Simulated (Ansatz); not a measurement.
Carrier properties of GaAs under load (space group I-4m2)

Consider the following.

```yaml
crystal:
  lattice:
    - [0.00000, 2.85428, 2.76622]
    - [2.85428, 0.00000, 2.76622]
    - [2.85428, 2.85428, 0.00000]
  atoms:
    - { symbol: Ga, position: [0.00000, 0.00000, 0.00000] }
    - { symbol: As, position: [0.25000, 0.25000, 0.25000] }
```

Calculation: r2SCAN with spin-orbit coupling, rigid bands (plane waves, PAW; Ansatz, a first-principles code). Condition of this run: uniaxial stress zz = 2 GPa (compression positive) (the target of the relaxation). How the cell was made: cell and atoms relaxed with r2SCAN, then loaded as said.

The band gap comes out as 0.85 eV and the electron conductivity mass (300 K, dilute) is 0.062 (x), 0.062 (y), 0.057 (z) mₑ. The hole conductivity mass (300 K, dilute) is 0.37 (x), 0.37 (y), 0.164 (z) mₑ. The effective density of states N_c (300 K) comes out as 3.5e17 cm⁻³ and the effective density of states N_v (300 K) is 3.0e18 cm⁻³. The density-of-states mass, electrons is 0.058 mₑ and the density-of-states mass, holes is 0.24 mₑ. The Seebeck coefficient, n-type 1e19 cm⁻³, 300 K is -53 μV/K, the best n-type power factor at 300 K for τ = 10 fs (best axis; densities from 1e16 to 1e21 cm⁻³ tried, whether or not they can be reached) comes out as 14.5 μW/(cm·K²) at 3e20 cm⁻³ and the Seebeck coefficient, p-type 1e19 cm⁻³, 300 K is 186 μV/K.

Rigid bands; masses and Seebeck coefficients take one relaxation time τ for all states and one kind of carrier; polarons and phonon drag are left out.
